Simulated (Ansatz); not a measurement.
Start from Al$_{2}$O$_{3}$ in the corundum structure (space group R-3c, No. 167; a = 4.809 Å, c = 13.124 Å (hexagonal axes)). Axes: x lies along a and z along c of the hexagonal cell.

All numbers come from PBE (Ansatz, a first-principles code, PAW, no SOC).

Modification: the cell is scaled by 1.0225 in all directions, atoms relaxed at fixed cell.

Predict the stress tensor and what it implies for the stiffness.

Stress of the strained cell less that of the base (GPa, compression positive):
```
 -13.69    0.00    0.00
   0.00  -13.69    0.00
   0.00    0.00  -12.94
```

Then B = −ΔP/(ΔV/V₀) with ΔV/V₀ = 0.0690 gives secant stiffness values (nonlinear terms included at this strain): B (at held cell shape, above the free-shape value) ≈ 195 GPa.

As a check, the harmonic strain energy −½ V₀ Δσ:ε is 25 meV/atom; the computed energy rise is 27 meV/atom.

No phonon test of stability was made.
